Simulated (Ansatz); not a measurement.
# WO3: pressure series

The reference is WO3 (space group Pbcm, No. 57; a cell from a computed database, its experimental status unchecked).

```
CELL_PARAMETERS angstrom
      3.88590     0.00000     0.00000
      0.00000     7.65675     0.00000
      0.00000     0.00000     7.47658
ATOMIC_POSITIONS crystal
  W  0.94380 0.97280 0.75000
  W  0.05620 0.02720 0.25000
  W  0.94380 0.52720 0.25000
  W  0.05620 0.47280 0.75000
  O  0.99393 0.75951 0.25000
  O  0.00607 0.24049 0.75000
  O  0.99393 0.74049 0.75000
  O  0.00607 0.25951 0.25000
  O  0.51085 0.01163 0.25000
  O  0.48915 0.98837 0.75000
  O  0.51085 0.48837 0.75000
  O  0.48915 0.51163 0.25000
  O  0.00000 0.00000 0.50000
  O  0.00000 0.00000 0.00000
  O  0.00000 0.50000 0.50000
  O  0.00000 0.50000 0.00000
```

Cell and atoms are relaxed at each pressure.

Level of theory: PBEsol (Ansatz, an electronic-structure program, PAW, no spin-orbit coupling).

```tsv
change	band gap	smallest direct gap	width of the top valence band	volume per atom	electron mass
base	1.19 eV	1.20 eV	0.82 eV	13.90 Å³	2.5 mₑ along a, 0.29 mₑ along b, 0.19 mₑ along c (at Γ)
pressure −2 GPa	1.22 eV	1.23 eV	0.81 eV	14.08 Å³	2.5 mₑ along a, 0.30 mₑ along b, 0.20 mₑ along c (at Γ)
pressure −1 GPa	1.20 eV	1.21 eV	0.82 eV	13.99 Å³	2.5 mₑ along a, 0.30 mₑ along b, 0.19 mₑ along c (at Γ)
pressure 0.3 GPa	1.19 eV	1.20 eV	0.83 eV	13.88 Å³	2.5 mₑ along a, 0.29 mₑ along b, 0.19 mₑ along c (at Γ)
pressure 0.7 GPa	1.18 eV	1.19 eV	0.83 eV	13.85 Å³	2.5 mₑ along a, 0.29 mₑ along b, 0.19 mₑ along c (at Γ)
pressure 1.5 GPa	1.17 eV	1.18 eV	0.83 eV	13.78 Å³	2.6 mₑ along a, 0.28 mₑ along b, 0.19 mₑ along c (at Γ)
pressure 3 GPa	1.15 eV	1.16 eV	0.84 eV	13.67 Å³	2.7 mₑ along a, 0.28 mₑ along b, 0.19 mₑ along c (at Γ)
pressure 5 GPa	1.14 eV	1.14 eV	0.85 eV	13.53 Å³	2.9 mₑ along a, 0.27 mₑ along b, 0.18 mₑ along c (at Γ)
pressure 10 GPa	1.11 eV	1.12 eV	0.88 eV	13.22 Å³	–
```

With W present, leaving out spin-orbit coupling can change the band edges. Load acts through the strain it causes; cell and atoms are relaxed under it. Masses are band curvatures over ±0.01 Å⁻¹ around the edge. No phonon test of stability was made. No other phases were tried under pressure.
